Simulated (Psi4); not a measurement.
Psi4 1.11, PBE/def2-svp: Mo(NMe)2(F)(OH) (C[N]=[Mo]([OH])([F])=[N]C), 14 atoms. The geometry is a generated start, not checked to be a minimum at this level.

```yaml
task: energy
method: pbe
basis: def2-svp
memory: 3 GB
maxiter: 100
keys_of_the_molecule_block: symmetry c1
scf_type: df (default)
e_convergence: 1e-06 (default)
d_convergence: 1e-06 (default)
dft_radial_points: 75 (default)
dft_spherical_points: 302 (default)
effective_core_potentials: those of the basis set, past Kr
basis_functions: 150
grid_points: 301652
```

```xyz
14

Mo    -0.6586     0.4403     0.8718
N      0.3446    -0.9719     1.0489
C      1.2558    -2.0408     0.8947
H      1.4622    -2.2290    -0.1687
H      2.2028    -1.8230     1.4029
H      0.8445    -2.9574     1.3285
N     -0.8309     0.9126    -0.7957
C     -0.7114     1.0827    -2.1940
H     -1.6309     1.5073    -2.6088
H      0.1113     1.7683    -2.4296
H     -0.5215     0.1217    -2.6916
F     -2.3643    -0.1855     1.3198
O      0.0169     1.8096     1.8247
H      0.4795     2.5651     2.1970
```

Charge 0 and multiplicity 1 are set for this test and not shown to be the ground state.

With the defaults (diis_max_vecs = 10, diis = true, scf_initial_accelerator = adiis, damping_percentage = 0, soscf = false, soscf_start_convergence = 0.01, level_shift = 0, level_shift_cutoff = 0.01, diis_start = 1, guess = auto, which took SAD) it converges in 14 SCF iterations. One run each on 2 threads, with these changes:
- diis = false, scf_initial_accelerator = none, damping_percentage = 60
- soscf = true, soscf_start_convergence = 0.001
- level_shift = 0.1, level_shift_cutoff = 0.001
- guess = sap
- guess = huckel
- scf_initial_accelerator = ediis
- diis_max_vecs = 3
- diis_start = 4
- soscf = true

Question: Which of these changes keep the SCF from converging, or lead it to another solution?

Answer: No convergence: diis_max_vecs = 3; diis = false, scf_initial_accelerator = none, damping_percentage = 60 (the run ends without SCF convergence in 100 iterations). The rest reach the solution of the defaults.

```csv
setting,SCF iterations,JK calls,end
soscf = true,9,25,same solution
"soscf = true, soscf_start_convergence = 0.001",10,21,same solution
"level_shift = 0.1, level_shift_cutoff = 0.001",13,14,same solution
the defaults,14,15,same solution
scf_initial_accelerator = ediis,14,15,same solution
guess = huckel,14,55,same solution
guess = sap,20,20,same solution
diis_start = 4,21,22,same solution
diis_max_vecs = 3,100,101,no convergence
"diis = false, scf_initial_accelerator = none, damping_percentage = 60",100,101,no convergence
```

An SOSCF iteration holds several JK calls; a Hückel guess adds calls on atoms. 1 further run of the study ended by our limits or in an error and is left out.
